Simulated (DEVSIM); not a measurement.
System: Al/Si3N4/p-Si capacitor, at 400 K.

| layer (left to right) | material | thickness (nm) | Na (cm⁻³) |
|---|---|---|---|
| 1 | Si3N4 | 2.30 | - |
| 2 | Si | 4100 | 2e16 |

Metal gate on the left, work function 4.1 eV. Fixed charge at the semiconductor interface 0 cm⁻² (in units of +e); no interface traps.

Constants are typed, rounded textbook-type inputs, not results; the design itself was drawn at random and stands for no fabricated device. Values at 300 K; Nc and Nv go as T^1.5, mobilities as T to minus their exponent, the gap by Varshni's rule with the affinity fixed.

| parameter | Si3N4 | Si |
|---|---|---|
| gap (eV) | 5.1 | 1.124 |
| affinity (eV) | 2.1 | 4.05 |
| permittivity | 7.5 | 11.7 |
| Nc (cm⁻³) | - | 2.86e19 |
| Nv (cm⁻³) | - | 3.1e19 |
| Varshni α (eV/K) | - | 0.000473 |
| Varshni β (K) | - | 636 |

DEVSIM, 1D Poisson equation in equilibrium, Boltzmann statistics, complete ionisation; no quantum confinement or tunnelling. Metal contacts follow the ideal Schottky-Mott rule: no Fermi-level pinning, no interface dipoles.

Q: Tabulate band edges, carrier densities and field at -0.4 V on the gate.

A: Energies count from the Fermi level of the right contact; mesh points crowd at the junctions.

```csv
x (μm),Ec (eV),Ev (eV),n (cm⁻³),p (cm⁻³),field (V/cm)
0.000,2.400,-2.700,< 1e2,< 1e2,70000
0.0008663,2.406,-2.694,< 1e2,< 1e2,70000
0.001692,2.412,-2.688,< 1e2,< 1e2,70000
0.002514,0.467,-0.629,5.7e13,5.6e11,45000
0.004939,0.478,-0.619,4.2e13,7.7e11,44000
0.008879,0.495,-0.601,2.5e13,1.3e12,43000
0.01745,0.531,-0.566,9.0e12,3.6e12,40000
0.04471,0.629,-0.467,5.2e11,6.2e13,32000
0.09296,0.748,-0.348,1.7e10,1.9e15,17000
0.1946,0.823,-0.274,1.9e9,1.7e16,1600
0.4089,0.828,-0.268,1.6e9,2.0e16,≈ 0
1.090,0.828,-0.268,1.6e9,2.0e16,≈ 0
2.251,0.828,-0.268,1.6e9,2.0e16,≈ 0
3.224,0.828,-0.268,1.6e9,2.0e16,≈ 0
3.774,0.828,-0.268,1.6e9,2.0e16,≈ 0
3.942,0.828,-0.268,1.6e9,2.0e16,≈ 0
4.027,0.828,-0.268,1.6e9,2.0e16,≈ 0
4.067,0.828,-0.268,1.6e9,2.0e16,≈ 0
4.090,0.828,-0.268,1.6e9,2.0e16,≈ 0
4.097,0.828,-0.268,1.6e9,2.0e16,≈ 0
4.100,0.828,-0.268,1.6e9,2.0e16,≈ 0
4.102,0.828,-0.268,1.6e9,2.0e16,≈ 0
```
